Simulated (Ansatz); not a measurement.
SiC under load (space group P6_3mc), r2SCAN with spin-orbit coupling, rigid bands (Ansatz, a first-principles code). Condition of this run: hydrostatic pressure of -10 GPa (compression positive) (the target of the relaxation). Band gap 2.72 eV, N_c = 1.11e19 cm⁻³ and N_v = 5.65e19 cm⁻³ at 300 K, conductivity masses along z (a = (3.13, 0.00, 0.00) Å; b = (-1.56, 2.71, 0.00) Å; c = (0.00, 0.00, 5.13) Å) of 0.267 mₑ (electrons) and 1.40 mₑ (holes). Take k_BT = 0.02585 eV.

What thermal injection velocity √(2k_BT/πm) limits a ballistic channel along the direction named?

1.04e7 cm/s for electrons and 4.55e6 cm/s for holes, a ratio of √(m_h/m_e) = 2.29, for dilute carriers.

What built-in voltage has an abrupt junction with N_A = 1e16 and N_D = 1e17 cm⁻³, all dopants ionised?

V_bi = E_g/e − (k_BT/e) ln(N_c N_v/(N_A N_D)) = 2.72 − 0.02585 × 13.35 = 2.37 V, for the computed gap.

A film of it is 3 nm thick, with its normal along the direction named. Estimate the confinement energies in an infinite well.

ħ²π²/(2m t²) = 0.376 eV·nm²/(m/mₑ × t²) gives 156 meV for electrons and 29.8 meV for holes, so the gap would widen to about 2.91 eV. Finite barriers and nonparabolic bands lower this, and with several valleys or bands the heaviest mass along the normal sets the lowest level, not this average.

Rigid bands with the computed gap; masses take one relaxation time for all states. Geometry: cell and atoms relaxed with PBEsol.
